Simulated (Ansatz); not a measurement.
For GeSe (model structure, started from the NiAs type, P6₃/mmc, No. 194, 4 atoms in the cell), PBE (Ansatz, a first-principles code, PAW) gives:

```
Property                       Result
---------------------  --------------
lattice parameter a           3.938 Å
lattice parameter c           6.937 Å
enthalpy of formation  -0.147 eV/atom
```

Question: What does PBE-D3(BJ) (PAW; Ansatz) give for the same quantities?

Answer: 
- lattice constant a: 3.855 Å (drops by 2.1 %)
- lattice parameter c: 6.918 Å (drops by 0.3 %)
- formation enthalpy: -0.177 eV/atom (moves by -0.030 eV/atom)

Changes are worked out from the printed values.

Unless a cell is named, each level is at its own relaxed cell (PBE 23.29, PBE-D3(BJ) 22.26 Å³/atom).

Caveats: a distance lies near a switch of the dispersion term, which can move the cell (PBE-D3(BJ)). Ansatz's density-functional and Hartree–Fock values are scalar-relativistic unless marked +SOC, with PAW data made under PBE.

A model structure was made by putting elements into a prototype or built by hand; it is no filed structure, need not be a known phase, and can be a saddle point held by its symmetry.
